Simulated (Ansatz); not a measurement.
The starting structures come from a database of crystals and need not be the phases stable at ambient conditions.

By PBEsol, the system below comes out a metal.

The ballistic (Sharvin) conductance counts the channels at the Fermi level: G/A = (e²/h) × channels of both spins per area.

```
CELL_PARAMETERS angstrom
      2.67010     0.00000     0.00000
     -1.33505     2.31237     0.00000
      1.33505     0.77079     4.15956
ATOMIC_POSITIONS crystal
  Cu 0.00000 0.00000 0.00000
  Pt 0.00000 0.50000 0.50000
```

Space group of this cell: R-3m. The cell is strained (all lengths scaled by 0.98); by PBEsol its mean pressure is 10.8 GPa.

The current flows along the normal of the first two printed cell vectors, the (001) plane of the conventional cell. No spin-orbit coupling; the value is a mean over 0.1 eV about the Fermi level.

Question: Compute, with PBEsol run with Ansatz (a quantum-chemistry and plane-wave program), the ballistic conductance per area.

Answer: 0.55 × 10¹⁵ S/m² for both spins.
